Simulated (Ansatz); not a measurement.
Abridged Ansatz (an electronic-structure program) output:

```
Relaxation: its limit of steps is 60 (relax.max_steps)
Pseudopotential: Al, paw, valence charge 3
Pseudopotential: O, paw, valence charge 6
Crystal: 10 atoms, lattice volume = 80.997 Å³
Basis set: ecut = 420 eV, 1593 PW (Γ), exchange–correlation on 72×72×72 points (8 copies of the dense FFT grid, shifted against one another)
Bands: 34, of which v1, the nominal top of the filled ones, is band 24 counted from 1 (23 counted from 0)
Symmetry: 12 space group operations
k-points: 65 of 512
Functional: x = pbesol(κ = 0.804, μ = 0.12345679012345678), c = pbesol(β = 0.046)
SCF iter   1: F=—  HF=-5478.692362 eV  |F-HF|=—  |Δ(HF+E_count)|=         —  Δρ=1.66e-2  dr2=1.64e-1  ethr=1.77e-3  ⟨swp⟩=7.8  Hψ=12147  notcnv=0  defer=42
SCF iter   2: F=—  HF=-5478.646379 eV  |F-HF|=—  |Δ(HF+E_count)|=   4.60e-2  Δρ=5.73e-3  dr2=1.47e-2  ethr=3.42e-4  ⟨swp⟩=2.2  Hψ=4461  notcnv=0  defer=231
SCF 1 converged in 6 iterations: F = -5478.641636 eV  dr2 = 3.42e-9
relax step   1: F+E_penalty+E_count = -5478.64163581 eV  Δ(F+E_penalty+E_count) = +0.000e0 eV  max|allowed force component| = 3.390e-4 eV/Å  Δτ_max = 0.0000 Å  P = +14.992 GPa  Ω = 80.997 Å³  (6 SCF iters, dr2 threshold 1.00e-7 eV, accepted)
[... steps on the carried basis left out ...]
relax step   9: F+E_penalty+E_count = -5478.41851670 eV  Δ(F+E_penalty+E_count) = +3.716e-4 eV  max|allowed force component| = 2.139e-4 eV/Å  Δτ_max = 0.0000 Å  P = +22.493 GPa  Ω = 79.083 Å³  stress off target by 1.20e-2 GPa  SCF on the basis re-selected at this cell (its energy is not comparable with the rows above)  (4 SCF iters)
SCF converged after 4 iterations
Free energy (F): -5478.418517 eV
Internal energy: -5478.418517 eV  (E = F + TS)
E sigma→0 (E₀):  -5478.418517 eV
Fermi energy:    12.202089 eV
--- Forces (eV/Å), atoms counted from 1 ---
  atom   1  Al     0.00000000     0.00000000    -0.00005001
  atom   2  Al     0.00000000    -0.00000000     0.00005001
  atom   3  Al    -0.00000000    -0.00000000     0.00005001
[...]
  atom   7  O     -0.00010694    -0.00018522    -0.00000000
  atom   8  O     -0.00021387    -0.00000000    -0.00000000
  atom   9  O      0.00010694    -0.00018522    -0.00000000
  atom  10  O      0.00010694     0.00018522     0.00000000
--- Stress (GPa, compression-positive) ---
       22.495640      -0.000000      -0.000000
       -0.000000      22.495640       0.000000
       -0.000000       0.000000      22.488033
  P = ⅓ Tr σ = 22.4931 GPa (224.931 kbar)
--- Relaxed structure (7 steps of the walk, 7 accepted, 2 SCFs on fresh bases) ---
  cell:  # Å, volume = 79.0826 Å³
    - [2.3268754741907993, 1.343422181378272, 4.216423707165557]
    - [-2.3268754741907993, 1.343422181378272, 4.216423707165557]
    - [-5.17893446243297e-34, -2.6868443628061165, 4.216423707149763]
  atoms:
    - { symbol: Al, position: [0.35195403963872773, 0.35195403963872773, 0.35195403963872773] }
    - { symbol: Al, position: [0.14804596036127232, 0.14804596036127232, 0.1480459603612723] }
    - { symbol: Al, position: [0.6480459603612726, 0.6480459603612726, 0.6480459603612725] }
    - { symbol: Al, position: [0.8519540396387276, 0.8519540396387276, 0.8519540396387275] }
    - { symbol: O, position: [0.5566692870297425, 0.9433307129702574, 0.25000000000000006] }
    - { symbol: O, position: [0.2500000000000001, 0.5566692870297426, 0.9433307129702575] }
    - { symbol: O, position: [0.9433307129702575, 0.25000000000000006, 0.5566692870297425] }
    - { symbol: O, position: [0.44333071297025767, 0.05666928702974272, 0.75] }
    - { symbol: O, position: [0.75, 0.4433307129702575, 0.0566692870297425] }
    - { symbol: O, position: [0.056669287029742665, 0.7500000000000002, 0.44333071297025767] }
```

**Question.** What was computed, and what are the main results?

**Answer.** Al2O3, 10 atoms in the cell, with Ansatz, PBEsol, PAW, cutoff 420 eV, no spin-orbit coupling, from a series relaxed to a target (pressure 22.5 GPa). The last SCF converged to F = -5478.418517 eV, or -547.8419 eV per atom, at a pressure of 22.49 GPa. The total energy compares only with runs of the same code, potentials and settings.

Load acts through the strain it causes; cell and atoms are relaxed under it. Whether these cells are dynamically stable was not tested. Competing high-pressure phases were not computed. The cell was made from Al2O3 in the corundum structure (space group R-3c, No. 167) by this change: pressure 22.5 GPa.

Keys are those of Ansatz 0.2.
